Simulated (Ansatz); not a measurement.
## GaSe under a change: Se vacancy, symmetric start

The reference is a 16-atom supercell of GaSe in the beta-GaS type structure (space group P6_3/mmc, No. 194; a = 3.705 Å, c = 15.508 Å; layered, stacked along the Cartesian z axis) at its relaxed geometry.

Perturbation: one Se atom is removed, atoms relaxed at fixed cell.

Calculations: PBEsol-D3(BJ) (Ansatz, a first-principles code, PAW, scalar-relativistic without spin-orbit coupling), earlier PAW set. k-mesh 4×7×2 (Γ-centred); smearing 0.01 eV (Fermi–Dirac).

```csv
quantity,base,changed,shift
pressure,0.0 GPa,-1.2 GPa,-1.2 GPa
energy gained by relaxation,–,0.17 eV,–
largest displacement of a host atom from its site in the perfect cell,–,0.53 Å,–
```

The magnetic state is the one reached from the starting moments; the real material's order can differ, and small cells can't hold many antiferromagnetic ones. The cell is small, so the values are those of an ordered compound at a high defect concentration; dilute-limit values will differ. The mesh was chosen for an insulator and is coarse for the gapless case. The defect started on the symmetric site and kept its symmetry, so it may sit on a saddle. Seeded moments were not kept for Se vacancy. The defect cell is spin-polarised and ends with 0.0 μB. The program warned that a D3 coordination switch lies within reach, so dispersion energies are less smooth here.
